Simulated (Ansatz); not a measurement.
Band structure of Ti3Sn (Cmcm, 8 atoms in the cell).

```
CELL_PARAMETERS angstrom
      2.86638    -5.24855     0.00000
      2.86638     5.24855     0.00000
      0.00000     0.00000     4.74144
ATOMIC_POSITIONS crystal
  Ti 0.17907 0.82093 0.75000
  Ti 0.82093 0.17907 0.25000
  Ti 0.16799 0.31441 0.75000
  Ti 0.83201 0.68559 0.25000
  Ti 0.31441 0.16799 0.25000
  Ti 0.68559 0.83201 0.75000
  Sn 0.66730 0.33270 0.75000
  Sn 0.33270 0.66730 0.25000
```

Method of the run: PBEsol, default PAW files made with PBE (plane waves; Ansatz, a program for electronic structure).

Settings: kpoints.mp_grid.grid = 4 4 5; hamiltonian.xc = pbesol; hamiltonian.pseudopotentials = {kind: paw} (the program's default PAW files); scf.occupations.method = gaussian; scf.occupations.width = 0.0037 Ry; kpoints.band_path.npoints = 10.

The starting cell comes from a database of computed structures (which also holds hypothetical and non-ambient phases and stackings), without a prior relaxation at this level. Spin polarisation is off.

Levels in eV from the Fermi level, bands 47 to 54:
```csv
point,47,48,49,50,51,52,53,54
Γ,-1.04,-0.99,-0.68,-0.46,0.10,0.30,0.45,0.79
X,-0.68,-0.32,-0.18,0.12,0.13,0.24,0.62,0.73
S,-0.70,-0.56,-0.40,0.12,0.29,0.57,0.65,0.86
R,-0.46,-0.46,-0.15,-0.15,0.00,0.00,0.45,0.45
A,-0.50,-0.50,-0.28,-0.28,0.35,0.35,0.51,0.51
Z,-0.99,-0.99,-0.44,-0.44,-0.18,-0.18,0.09,0.09
Y,-0.77,-0.67,-0.51,0.00,0.13,0.17,0.45,0.96
X1,-0.68,-0.32,-0.18,0.12,0.13,0.24,0.62,0.73
A1,-0.50,-0.50,-0.28,-0.28,0.35,0.35,0.51,0.51
T,-0.48,-0.48,-0.37,-0.37,0.18,0.18,0.44,0.44
```

Bands cross the Fermi level along this path, so the cell is metallic at this level.

Keys are those of Ansatz 0.2.
